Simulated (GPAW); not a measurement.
A self-consistent single point of Cr (Im-3m, 1 atom in the cell) with GPAW.

Level of theory: LDA (Perdew-Wang 92), GPAW PAW datasets LDA (gpaw-data 1.0.1) (plane waves; GPAW 25.7.0).

```
CELL_PARAMETERS angstrom
     -1.45440     1.45440     1.45440
      1.45440    -1.45440     1.45440
      1.45440     1.45440    -1.45440
ATOMIC_POSITIONS crystal
  Cr 0.00000 0.00000 0.00000
```
Moments meant for the start (each program seeds them in its own way; μB, in the order of the atoms Cr): 3.0.

Reference input (self-consistent single point, DFT PBE, plane waves, GPAW PAW datasets PBE (gpaw-data 1.0.1)): spinpol = true; mode = pw; ecut = 850 eV; xc = PBE; kpts = 16 16 16; mesh shift (steps) = 0 0 0; occupations.name = methfessel-paxton; occupations.width = 0.2 eV; occupations.order = 0; nbands = -7; convergence.density = 1e-05 e/electron; convergence.energy = 1e-05 eV/electron. This run's input differs from it in these lines:

```diff
@@ -15,3 +15,3 @@
             mode={'name': 'pw', 'ecut': 850},
-            xc='PBE',
+            xc='LDA',
             kpts={'size': (16, 16, 16), 'gamma': True},
```

Its files differ too (potentials: GPAW PAW datasets LDA (gpaw-data 1.0.1)).

Output (repeated stretches shortened):

```
     iter     time        total  log10-change:  magmom
                         energy   eigst   dens
iter:   1 --:--:--    -9.517368                   +2.9980
iter:   2 --:--:--   -10.231867   -1.13  -1.23    +1.6781
iter:   3 --:--:--   -10.836971   -1.60  -1.18    -0.4009
iter:   4 --:--:--   -10.436842   -0.74  -1.00    +0.0791
iter:   5 --:--:--   -10.482418   -2.15  -1.73    +0.0365
   [... 2 lines left out ...]
iter:   8 --:--:--   -10.427812   -3.22  -1.92    -0.0002
iter:   9 --:--:--   -10.427331   -2.76  -2.24    -0.0001
iter:  10 --:--:--   -10.426931   -3.96  -2.53    -0.0001
iter:  11 --:--:--   -10.426951   -4.17  -3.25    -0.0000
iter:  12 --:--:--   -10.426930c  -4.39  -2.93    -0.0000
iter:  13 --:--:--   -10.426934c  -5.70  -4.04    -0.0000
iter:  14 --:--:--   -10.426933c  -7.58c -4.86    -0.0000
iter:  15 --:--:--   -10.426933c  -8.61c -5.25c   +0.0000
Converged after 15 iterations.

Dipole moment: (-0.000000, 0.000000, -0.000000) |e|*Ang

Total magnetic moment: (0.000000, 0.000000, 0.000000)
Local magnetic moments:
   0 Cr ( 0.000000,  0.000000,  0.000000)

Energy contributions relative to reference atoms: (reference = -28526.683362)

Kinetic:        -19.537176
Potential:      +12.617214
External:        +0.000000
XC:              -3.618283
Entropy (-ST):   -0.014799
Local:           +0.118711
SIC:             +0.000000
--------------------------
Free energy:    -10.434332
Extrapolated:   -10.426933

Spin contamination: 0.000000 electrons
Showing only first 2 kpts
                      Up                     Down
 Kpt  Band  Eigenvalues  Occupancy  Eigenvalues  Occupancy
  0     1      9.18448    1.00000      9.18448    1.00000
   [... lines left out ...]
  1     4     10.92186    0.00000     10.92186    0.00000

Fermi level: 10.00023

No gap
No difference between direct/indirect transitions
Energy (eV): -10.426933

Forces in eV/Ang:
  0 Cr   -0.00000   -0.00000    0.00000

Stress tensor:
     0.188902     0.000000     0.000000
     0.000000     0.188902    -0.000000
     0.000000    -0.000000     0.188902
Stress (GPa, Voigt): [30.2655 30.2655 30.2655 -0.      0.      0.    ]
```

The run converged in 15 iterations. GPAW prints stress with tension positive. Against the reference run the pressure goes from -14.92 to -30.27 GPa.

The starting cell was generated: these elements placed on a structure prototype, without a prior relaxation; it need not be a known phase or ordering of this composition. Its lattice was rescaled by a random factor within 2.5 % of one. The starting moments vanished: the run ended non-magnetic, which need not be the lowest state. With a pressure of about -30 GPa the cell is away from its equilibrium volume at this level.

Cost on one core of a shared machine: roughly 60 s.
